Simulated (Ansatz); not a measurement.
## Nb: stress against strain

Nb (bcc, Im-3m, 17.530 Å³/atom at rest, cube axes along x, y and z) under a strain ε along a cube axis (axis z), the other axes held. PBEsol in Ansatz, a plane-wave DFT program (PAW, default set), 420 eV, 28×28×28 Γ-centred mesh, Fermi-Dirac smearing 0.10 eV; ions are relaxed within the symmetry of each cell. Stress is positive for a compressed cell.

Here s stands for strain and y for stress zz.

| strain (%) | stress zz (GPa) |
|---|---|
| -1.50 | 4.05 |
| -1.00 | 2.67 |
| -0.50 | 1.32 |
| 0.00 | 0.00 |
| 0.50 | -1.30 |
| 1.00 | -2.57 |
| 1.50 | -3.80 |
| 3.00 | ? |

The 7 complete rows are fitted with a straight line, y against s. Means: s 0, y 0.053. About the means, the sum of products is -18.325 and the sum of squares of s is 7.0000; the slope is their ratio. Least squares gives y = 0.053 - 2.6179·s. Residuals (row less fit): 0.070, -0.001, -0.042, -0.053, -0.044, -0.005, 0.074; standard error 0.058 (degrees of freedom: 5). The slope gives the elastic constant C11 = 262 ± 2 GPa.

Problem. What does the fit predict for y at s = 3.00, and how far is the calculated value from it?

Solution. y = 0.053 - 2.6179 × 3.0 = -7.801 GPa. The calculation gives -7.34 GPa, 0.461 GPa above the prediction (4.0 % of the range of y in the table). The row lies outside the fitted rows, so this is an extrapolation. From the scatter of the fitted rows alone, a prediction at this place has a standard error of 0.091 GPa, so the miss is 5.1 times that.

One order more, fitted to all 13 runs of the series, follows each within 0.01, so the miss is the next term of a smooth law. In a metal these values are sensitive to mesh and smearing; energies are taken to zero smearing, stresses follow the free energy. Rows are the converged runs of the series near zero and its far end; series whose fitted rows scatter by over a few per cent of the range, as at a crossing or softening among them, aren't shown in this form. Most that stay on the fit to the last digits aren't either.
